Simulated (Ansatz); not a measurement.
A self-consistent single point of AlTc2 (I4mm, 3 atoms in the cell) with Ansatz (a quantum-chemistry and plane-wave program).

Level of theory: PBEsol, default PAW files made with PBE (plane waves; Ansatz).

The change in words: lattice scaled by 0.98; basis.ecutrho_ratio: default → 12. Reference geometry:
```yaml
crystal:
  lattice:
    - [-1.48306, 1.48306, 4.70677]
    - [1.48306, -1.48306, 4.70677]
    - [1.48306, 1.48306, -4.70677]
  atoms:
    - { symbol: Al, position: [0.00531, 0.00531, 0.00000] }
    - { symbol: Tc, position: [0.66991, 0.66991, 0.00000] }
    - { symbol: Tc, position: [0.33009, 0.33009, 0.00000] }
```

Reference input (self-consistent single point, DFT, PBEsol, plane waves, default PAW files made with PBE): basis.ecutwfc = 500 eV; kpoints.mp_grid.grid = 9 9 9; hamiltonian.xc = pbesol; hamiltonian.pseudopotentials = {kind: paw} (the program's default PAW files); scf.occupations.method = fermi_dirac; scf.occupations.width = 0.1 eV. This run's input differs from it in these lines:

Ansatz 0.2 input:
```diff
@@ -2,5 +2,5 @@
   lattice:
-    - [-1.483062, 1.483062, 4.706767]
-    - [1.483062, -1.483062, 4.706767]
-    - [1.483062, 1.483062, -4.706767]
+    - [-1.453401, 1.453401, 4.612632]
+    - [1.453401, -1.453401, 4.612632]
+    - [1.453401, 1.453401, -4.612632]
   atoms:
@@ -11,2 +11,3 @@
   ecutwfc: 500.0
+  ecutrho_ratio: 12
 kpoints:
```

The program printed (abridged):

```
SCF iter   1: F=—  HF=-11201.484365 eV  |F-HF|=—  |Δ(HF+E_count)|=         —  Δρ=5.33e-2  dr2=1.14e0  ethr=3.10e-3  ⟨swp⟩=4.9  Hψ=6310  notcnv=0
all-band conjugate gradients solve this SCF's bands
preconditioner: auto → Kerker (q_TF=auto, 2.654 Å⁻¹)
SCF iter   2: F=—  HF=-11201.188982 eV  |F-HF|=—  |Δ(HF+E_count)|=   2.95e-1  Δρ=2.93e-2  dr2=4.16e-1  ethr=3.10e-3  ⟨swp⟩=2.0  Hψ=2472  notcnv=0
SCF iter   3: F=—  HF=-11201.027443 eV  |F-HF|=—  |Δ(HF+E_count)|=   1.62e-1  Δρ=6.17e-3  dr2=3.09e-2  ethr=1.26e-3  ⟨swp⟩=2.1  Hψ=2492  notcnv=0
SCF iter   4: F=—  HF=-11201.015677 eV  |F-HF|=—  |Δ(HF+E_count)|=   1.18e-2  Δρ=1.08e-3  dr2=4.64e-4  ethr=9.35e-5  ⟨swp⟩=2.0  Hψ=2212  notcnv=0
SCF iter   5: F=—  HF=-11201.015449 eV  |F-HF|=—  |Δ(HF+E_count)|=   2.27e-4  Δρ=1.83e-4  dr2=1.35e-5  ethr=1.41e-6  ⟨swp⟩=2.0  Hψ=2327  notcnv=0
SCF iter   6: F=—  HF=-11201.015445 eV  |F-HF|=—  |Δ(HF+E_count)|=   4.20e-6  Δρ=3.35e-5  dr2=3.37e-7  ethr=4.10e-8  ⟨swp⟩=2.0  Hψ=2239  notcnv=0
SCF iter   7: F=-11201.015445 eV  HF=-11201.015445 eV  |F-HF|=1.10e-8  |Δ(HF+E_count)|=   1.46e-7  Δρ=6.24e-6  dr2=1.72e-8  ethr=3.03e-10  ⟨swp⟩=5.3  Hψ=6295  notcnv=0
SCF 1 converged in 7 iterations: F = -11201.015445 eV  dr2 = 1.72e-8
Free energy (F): -11201.015445 eV
Internal energy: -11200.969668 eV  (E = F + TS)
E sigma→0 (E₀):  -11200.992557 eV
Entropy (-TS):   -0.045777 eV (-15.259 meV/atom)
Fermi energy:    20.020992 eV
--- Forces (eV/Å), atoms counted from 1 ---
  atom   1  Al     0.00000000     0.00000000    -0.62925528
  atom   2  Tc     0.00000000     0.00000000    -0.28263886
  atom   3  Tc     0.00000000    -0.00000000     0.91190523
--- Stress (GPa, compression-positive) ---
       16.929608       0.000000       0.000000
        0.000000      16.929608       0.000000
        0.000000       0.000000      18.017477
  P = ⅓ Tr σ = 17.2922 GPa (172.922 kbar)
  The stress holds the Pulay correction. Without it, at fixed plane waves, as pw.x and ABINIT print it: P = 17.2762 GPa
```

The run converged in 7 iterations. Against the reference run the free energy rises by 40.6 meV/atom, the pressure goes from -0.35 to 17.29 GPa and the largest force goes from 0.519 to 0.912 eV/Å.

The starting cell comes from a database of computed structures (which also holds hypothetical and non-ambient phases and stackings), without a prior relaxation at this level. Its lattice was rescaled by up to half a per cent. One atom was moved a little off its site on purpose. For this run, on top of that: lattice scaled by 0.98. Spin polarisation is off. Ansatz's pressure includes its estimate of the finite-basis (Pulay) stress.
